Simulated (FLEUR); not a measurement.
FLEUR run on FeO (Fm-3m, 4 atoms in the cell): self-consistent single point.

Method: PBE, all-electron FLAPW (FLEUR), scalar-relativistic valence.

The change in words: lattice scaled by 0.98. Reference geometry:
```yaml
crystal:
  lattice:
    - [4.43695, 2.21848, 2.21848]
    - [2.21848, 4.43695, 2.21848]
    - [2.21848, 2.21848, 4.43695]
  atoms:
    - { symbol: Fe, position: [0.00000, 0.00000, 0.00000], spin: 4.0 }
    - { symbol: Fe, position: [0.50000, 0.50000, 0.50000], spin: -4.0 }
    - { symbol: O, position: [0.25000, 0.25000, 0.25000] }
    - { symbol: O, position: [0.75000, 0.75000, 0.75000] }
```
(The spins are starting values, not results.)

Reference input (self-consistent single point, DFT, PBE, all-electron FLAPW (FLEUR), scalar-relativistic valence): Kmax = 4.4 1/bohr; GmaxXC = 17.6 1/bohr; xcFunctional = pbe; jspins = 2; l_soc = F; mode = hist; fermiSmearingEnergy = 0.00036749 Htr; mesh (inpgen div1-3) = 7 7 7; inpgen gamma flag = false; Gmax = 17.6 1/bohr; numbands = 0; maxIterBroyd = 25. This run's input differs from it in these lines:

```diff
@@ -3,5 +3,5 @@
 &input film=f /
-8.3846222184 4.1923120541 4.1923120541
-4.1923120541 8.3846222184 4.1923120541
-4.1923120541 4.1923120541 8.3846222184
+8.2169298118 4.1084649059 4.1084649059
+4.1084649059 8.2169298118 4.1084649059
+4.1084649059 4.1084649059 8.2169298118
 1.0
@@ -45,5 +45,5 @@
          <bravaisMatrix>
-            <row-1>    8.3846222184000005     4.1923120541000003     4.1923120541000003</row-1>
-            <row-2>    4.1923120541000003     8.3846222184000005     4.1923120541000003</row-2>
-            <row-3>    4.1923120541000003     4.1923120541000003     8.3846222184000005</row-3>
+            <row-1>    8.2169298118000000     4.1084649059000000     4.1084649059000000</row-1>
+            <row-2>    4.1084649059000000     8.2169298118000000     4.1084649059000000</row-2>
+            <row-3>    4.1084649059000000     4.1084649059000000     8.2169298118000000</row-3>
          </bravaisMatrix>
```

Log, with long lists cut:

```
 Iteration:     1   Distance:      21.06293845 me/bohr^3
 Iteration:     2   Distance:      17.62295687 me/bohr^3
 Iteration:     3   Distance:       9.15560949 me/bohr^3
 Iteration:     4   Distance:       7.97636366 me/bohr^3
 Iteration:     5   Distance:       4.54312245 me/bohr^3
   [... 20 lines left out ...]
 Iteration:    26   Distance:       0.00002125 me/bohr^3
 Iteration:    27   Distance:       0.00002118 me/bohr^3
 Iteration:    28   Distance:       0.00001438 me/bohr^3
 Iteration:    29   Distance:       0.00000564 me/bohr^3
 Run finished successfully
 Stop message:
   Structural relaxation: Done

[file out, last iteration]
             iter=     30
[...]
          total density-effective poten   -4.2761259518E+03
          total charge density-energy d   -1.2901617982E+02
 Updated energy parameters for spin:           1
 Updated energy parameters for spin:           2
[...]
 fermi energy and band-weighting factors:
    0.937767    0.937767

[...]
FERMIE:
          first approx. to ef    (T=0)  :   0.355185 htr   (energy of the highest occ. eigenvalue)
          number of occ. states  (T=0)  :       1947
          first approx. to seigv (T=0)  : -27.449428 htr
          sum of weights of occ. states :  44.000000
          sum of semicore charge        :   0.000000 e
FERHIS:  Fermi-Energy by histogram:
   [... lines left out ...]
          bandgap                     :   0.000000 htr
          charge neutrality (T=0)     :   0.000000    (zero if the highest occ. eigenvalue is "entirely" occupied)
     EF_NEWTON:  Adjust Fermi-Energy by Newton-Method.
 Direct bandgap for spin            1 :    3.8633104640406479E-003  Htr
 Direct bandgap for spin            2 :    3.8633103290240389E-003  Htr
 ---->    free energy=                     -2696.0805371354 htr
   [... lines left out ...]
 TOTAL FORCE FOR ATOM TYPE=  1  X=  0.000   Y=  0.000   Z=  0.000
                       FX_TOT= 0.000000 FY_TOT= 0.000000 FZ_TOT= 0.000000
 TOTAL FORCE FOR ATOM TYPE=  2  X=  8.217   Y=  8.217   Z=  8.217
                       FX_TOT= 0.000000 FY_TOT= 0.000000 FZ_TOT= 0.000000
 TOTAL FORCE FOR ATOM TYPE=  3  X=  4.108   Y=  4.108   Z=  4.108
                       FX_TOT= 0.000000 FY_TOT= 0.000000 FZ_TOT= 0.000000
 Structural relaxation: Done
```

The run converged in 29 iterations. FLEUR gives forces in its relaxation mode, with a further iteration, so its stop message speaks of a relaxation. Against the reference run the free energy falls by 37.6 meV/atom.

The starting cell has typed, rounded lattice constants, without a prior relaxation at this level. Its lattice was rescaled by a random factor within 2.5 % of one. For this run, on top of that: lattice scaled by 0.98. The magnetic order is the one reached from the typed start; others were not searched systematically. Values depend on the basis (sphere radii, cutoffs, local orbitals), which need not be converged. The log's line on a gap gives a spacing of levels on this mesh, which the program prints for metals too.

Cost on one core of a shared machine: roughly 6 min.
